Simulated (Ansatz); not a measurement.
```
CELL_PARAMETERS angstrom
     11.00000     0.00000     0.00000
      0.00000    11.00000     0.00000
      0.00000     0.00000     6.50017
ATOMIC_POSITIONS crystal
  K  0.50000 0.50000 0.00000
  I  0.50000 0.50000 0.50000
```

Levels: PBE (plane waves to 420 eV, PAW; Ansatz, a first-principles code); PBE with spin-orbit coupling run with Ansatz; r2SCAN (plane waves to 500 eV, PAW; Ansatz); HSE06 in Ansatz. Unmarked values and the geometry are of the first. Mesh 1×1×48. No spin polarisation. One-dimensional cell, images about 11 Å apart. A hypothetical model. Only distortions within the start's symmetry and period were free. Pairing along the axis, which can open a gap, is among the distortions not tried. Values not marked SOC lack spin–orbit coupling. HSE06 ran on a 1×1×3 mesh and at PBE's edge points. Buckling under compression is shut out by symmetry and the short period.

Task: Give the properties of this body.

Result: 
```
Property                                                                  Value
---------------------------------------------------------  --------------------
PBE gap                                                    3.89 eV, direct at Γ
electron mass along the axis (PBE)                                      0.62 mₑ
hole mass along the axis (PBE)                                            12 mₑ
valence and conduction edges under the vacuum level (PBE)      5.39 and 1.50 eV
PBE+SOC gap at this geometry                                            3.62 eV
r2SCAN gap at this geometry                                             4.76 eV
HSE06 gap at this geometry                                              4.79 eV
axial stiffness dF/dε                                                     11 nN
```
